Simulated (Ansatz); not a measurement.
Start from Zr in the hcp (Mg type) structure (space group P6_3/mmc, No. 194; a = 3.144 Å, c = 5.093 Å; relaxed with 0.1 eV smearing). Axes: x lies along a and z along c of the hexagonal cell.

Computed with Ansatz (a quantum-chemistry and plane-wave program), LDA, PAW, cutoff 420 eV, no SOC.

For the base:

| Quantity | Result |
|---|---|
| Band gap | zero |

It is then changed as follows: uniaxial strain ε_xx = +0.50 %, all other strain components held at zero; the atoms relax in the strained cell.

Task: What happens to the stress, energy relative to the base and band gap?

Result: The stress (xx, yy, zz, yz, xz, xy; compression positive) comes out as (-0.6, -0.4, -0.4, 0.0, 0.0, 0.0) GPa; the energy hardly moves; the band gap stays zero.

Whether these cells are dynamically stable was not tested. All final runs are without spin polarisation.
